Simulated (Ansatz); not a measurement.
**MgNi₃C (Pm-3m): band-structure transport figures**

Here is the system:

```
CELL_PARAMETERS angstrom
      3.77227     0.00000     0.00000
      0.00000     3.77227     0.00000
      0.00000     0.00000     3.77227
ATOMIC_POSITIONS crystal
  Mg 0.00000 0.00000 0.00000
  Ni 0.00000 0.50000 0.50000
  Ni 0.50000 0.00000 0.50000
  Ni 0.50000 0.50000 0.00000
  C  0.50000 0.50000 0.50000
```

These are PBEsol, rigid bands (plane waves, PAW, scalar-relativistic; Ansatz, a first-principles code) values and carry that method's errors. Geometry: cell and atoms relaxed with PBEsol.

```yaml
density of states at the Fermi level: 5.43 states/(eV·cell), both spins
bare Sommerfeld coefficient: 2.6 mJ/(mol of atoms·K²)
drude_plasma_energy: 3.3 eV
root-mean-square Fermi velocity: 2.1e5 m/s
resistivity times τ: 44 ×10⁻²² Ω·m·s
```

A metal at this level (no band gap); rigid bands, thermally averaged at 300 K, both spins. Spin-orbit coupling is left out. τ is one relaxation time for all states.

Formula and space group known from diffraction (Crystallography Open Database), not checked to be the room-temperature form: MgNi3C (Pm-3m). Treated as nonmagnetic (a ferromagnetic start lost its moment, other orders weren't tried): MgNi3C (Pm-3m).
